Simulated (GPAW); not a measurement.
# Input and output of a self-consistent single point for Sn (I4_1/amd, 2 atoms in the cell) (GPAW)

Computed with PBE, GPAW PAW datasets PBE (gpaw-data 1.0.1) (plane waves; GPAW 25.7.0).

Input as run:

```python
from ase import Atoms
from ase.units import GPa
from gpaw import GPAW, PW

atoms = Atoms(['Sn', 'Sn'],
              cell=[[-2.915000, 2.915000, 1.590000],
                    [2.915000, -2.915000, 1.590000],
                    [2.915000, 2.915000, -1.590000]],
              scaled_positions=[[0.250000, 0.750000, 0.500000],
                                [0.000000, 0.000000, 0.000000]],
              pbc=True)

calc = GPAW(mode=PW(550),
            xc='PBE',
            kpts={'size': (8, 8, 8), 'gamma': True},
            occupations={'name': 'methfessel-paxton', 'width': 0.1, 'order': 0},
            nbands=-6,
            convergence={'density': 1e-05},
            symmetry={'symmorphic': False, 'tolerance': 0.0005},
            maxiter=120,
            txt='-')

atoms.calc = calc

energy = atoms.get_potential_energy()
print('Energy (eV):', round(energy, 6))
forces = atoms.get_forces()
print('Forces (eV/Ang):')
print(forces.round(5))
stress = atoms.get_stress()
print('Stress (GPa, Voigt):', (stress / GPa).round(4))
```

The program printed (abridged):

```
Input parameters:
  convergence: {density: 1e-05}
  kpts: {gamma: True,
         size: (8, 8, 8)}
  maxiter: 120
  mode: {ecut: 550.0,
         name: pw}
  nbands: -6
  occupations: {name: methfessel-paxton,
                order: 0,
                width: 0.1}
  symmetry: {symmorphic: False,
             tolerance: 0.0005}
  xc: PBE

species:
  Sn:
    name: Tin
    Z: 50.0
    valence: 14
    core: 36
    charge: 0.0
    file: Sn.PBE.gz

    # Using partial waves for Sn as LCAO basis

Reference energy: -336021.386614  # eV

Spin-paired calculation

Convergence criteria:
 Maximum [total energy] change in last 3 cyles: 0.0005 eV / valence electron
 Maximum integral of absolute [dens]ity change: 1e-05 electrons / valence electron
 Maximum integral of absolute [eigenst]ate change: 4e-08 eV^2 / valence electron
 Maximum number of scf [iter]ations: 120

Symmetries present (total): 16
Symmetries with fractional translations: 8
512 k-points: 8 x 8 x 8 Monkhorst-Pack grid + [1/16,1/16,1/16]
59 k-points in the irreducible part of the Brillouin zone
       k-points in crystal coordinates                weights
   0:     0.00000000    0.00000000    0.00000000          1/512
   1:     0.12500000   -0.12500000    0.00000000          4/512
   2:     0.12500000   -0.12500000    0.12500000          4/512
   [... 7 lines left out ...]
          ...
  58:     0.50000000    0.50000000    0.50000000          1/512

Wave functions: Plane wave expansion
  Cutoff energy: 550.000 eV
  Number of coefficients (min, max): 1554, 1604
  Pulay-stress correction: 0.000000 eV/Ang^3 (de/decut=0.000000)

Occupation numbers: Methfessel-Paxton:
  width: 0.1000  # eV
  order: 0

Eigensolver

Densities:
  Coarse grid: 24*24*24 grid
  Fine grid: 48*48*48 grid
  Total Charge: 0.000000

Density mixing:
  Method: separate
  Backend: pulay
  Linear mixing parameter: 0.05
  old densities: 5
  Damping of long wavelength oscillations: 50

Hamiltonian:
  XC and Coulomb potentials evaluated on a 48*48*48 grid
  External potential:
    NoExternalPotential

XC parameters: PBE with 2 nearest neighbor stencil

Number of atoms: 2
Number of atomic orbitals: 18
Number of bands in calculation: 20
Number of valence electrons: 28
Bands to converge: occupied

Density initialized from atomic densities
  18 bands from LCAO basis set
  2 bands from random numbers

Atomic positions and initial magnetic moments

Positions:
   0 Sn     2.915000    0.000000    0.795000    ( 0.0000,  0.0000,  0.0000)
   1 Sn     0.000000    0.000000    0.000000    ( 0.0000,  0.0000,  0.0000)

Unit cell:
           periodic     x           y           z      points  spacing
  1. axis:    yes   -2.915000    2.915000    1.590000    24     0.1163
  2. axis:    yes    2.915000   -2.915000    1.590000    24     0.1163
  3. axis:    yes    2.915000    2.915000   -1.590000    24     0.1718

  Lengths:   4.418433   4.418433   4.418433
  Angles:   97.440492  97.440492 137.817284

Effective grid spacing dv^(1/3) = 0.1575

     iter     time        total  log10-change:
                         energy   eigst   dens
iter:   1 --:--:--    -7.990248
iter:   2 --:--:--    -8.004606   -1.47  -1.68
iter:   3 --:--:--    -8.001979   -2.05  -1.70
iter:   4 --:--:--    -8.007490c  -3.35  -2.37
iter:   5 --:--:--    -7.998271c  -3.54  -2.58
iter:   6 --:--:--    -7.998488c  -5.23  -3.15
iter:   7 --:--:--    -7.998323c  -5.79  -3.20
iter:   8 --:--:--    -7.998228c  -5.18  -3.24
iter:   9 --:--:--    -7.998229c  -6.05  -4.02
iter:  10 --:--:--    -7.998230c  -6.92  -3.99
iter:  11 --:--:--    -7.998231c  -6.89  -3.92
iter:  12 --:--:--    -7.998238c  -6.46  -4.10
iter:  13 --:--:--    -7.998232c  -7.05  -4.18
iter:  14 --:--:--    -7.998232c  -7.36  -4.47
iter:  15 --:--:--    -7.998232c  -7.81c -4.46
iter:  16 --:--:--    -7.998232c  -9.20c -4.81
iter:  17 --:--:--    -7.998232c  -9.10c -4.80
iter:  18 --:--:--    -7.998232c  -8.81c -4.88
iter:  19 --:--:--    -7.998232c  -9.92c -4.95
iter:  20 --:--:--    -7.998232c  -8.87c -4.99
iter:  21 --:--:--    -7.998232c  -9.91c -5.19c

Converged after 21 iterations.

Dipole moment: (6.291803, -6.291803, 0.000000) |e|*Ang

Energy contributions relative to reference atoms: (reference = -336021.386614)

Kinetic:        +10.518423
Potential:       -9.593146
External:        +0.000000
XC:              -8.936206
Entropy (-ST):   -0.005362
Local:           +0.015379
SIC:             +0.000000
--------------------------
Free energy:     -8.000913
Extrapolated:    -7.998232

Showing only first 2 kpts
 Kpt  Band  Eigenvalues  Occupancy
  0    12      5.16717    2.00000
  0    13      5.16719    2.00000
  0    14     10.13465    0.00000
  0    15     13.41612    0.00000

  1    12      5.33575    2.00000
  1    13      5.95499    2.00000
  1    14     10.78845    0.00000
  1    15     12.29433    0.00000

Fermi level: 7.13888

No gap
No difference between direct/indirect transitions
Energy (eV): -7.998232

Forces in eV/Ang:
  0 Sn    0.00000   -0.00000    0.00000
  1 Sn    0.00000    0.00000    0.00000

Stress tensor:
    -0.010947     0.000000     0.000000
     0.000000    -0.010947    -0.000000
     0.000000    -0.000000    -0.020818
Stress (GPa, Voigt): [-1.7539 -1.7539 -3.3355 -0.      0.      0.    ]
```

The run converged in 21 iterations. GPAW prints stress with tension positive.

The starting cell has typed, rounded lattice constants, without a prior relaxation at this level.

Cost on one core of a shared machine: roughly 30 s.
